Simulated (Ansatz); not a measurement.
System: Ga2O3 (model structure, started from the Bi2O3 type, P6₃mc, No. 186, 20 atoms in the cell). Method: r²SCAN+rVV10 (Ansatz, a first-principles code, plane waves, PAW).

Settings: plane-wave cutoff 560 eV, 6×6×8 k mesh (along the axes of the cell as run), Fermi–Dirac smearing 0.01 eV, scalar-relativistic PAW data made under PBE.

Cell (relaxed at this level):

```yaml
crystal:
  lattice:
    - [7.05737, 0.00000, 0.00000]
    - [-3.52868, 6.11186, 0.00000]
    - [0.00000, 0.00000, 4.77647]
  atoms:
    - { symbol: Ga, position: [0.33444, 0.16722, 0.77465] }
    - { symbol: Ga, position: [0.16722, 0.33444, 0.27465] }
    - { symbol: Ga, position: [0.83278, 0.16722, 0.77465] }
    - { symbol: Ga, position: [0.66556, 0.83278, 0.27465] }
    - { symbol: Ga, position: [0.83278, 0.66556, 0.77465] }
    - { symbol: Ga, position: [0.16722, 0.83278, 0.27465] }
    - { symbol: Ga, position: [0.33333, 0.66667, 0.67438] }
    - { symbol: Ga, position: [0.66667, 0.33333, 0.17438] }
    - { symbol: O, position: [0.54663, 0.09326, 0.92764] }
    - { symbol: O, position: [0.45337, 0.54663, 0.42764] }
    - { symbol: O, position: [0.90674, 0.45337, 0.92764] }
    - { symbol: O, position: [0.45337, 0.90674, 0.42764] }
    - { symbol: O, position: [0.54663, 0.45337, 0.92764] }
    - { symbol: O, position: [0.09326, 0.54663, 0.42764] }
    - { symbol: O, position: [0.72311, 0.86156, 0.88593] }
    - { symbol: O, position: [0.86156, 0.72311, 0.38593] }
    - { symbol: O, position: [0.13844, 0.86156, 0.88593] }
    - { symbol: O, position: [0.27689, 0.13844, 0.38593] }
    - { symbol: O, position: [0.13844, 0.27689, 0.88593] }
    - { symbol: O, position: [0.86156, 0.13844, 0.38593] }
```

### Question
What does this level give for the band gap and smallest direct gap on the k points sampled?

### Answer

- band gap: 0.85 eV (indirect)
- smallest direct gap on the k points sampled: 0.93 eV

Note: the relaxation could raise the start's symmetry but not lower it, so the cell can be a saddle point.

Spin–orbit coupling is not included.

The result took around 3 core-minutes (rough).

A model structure was made by putting elements into a prototype or built by hand; it is no filed structure, need not be a known phase, and can be a saddle point held by its symmetry.
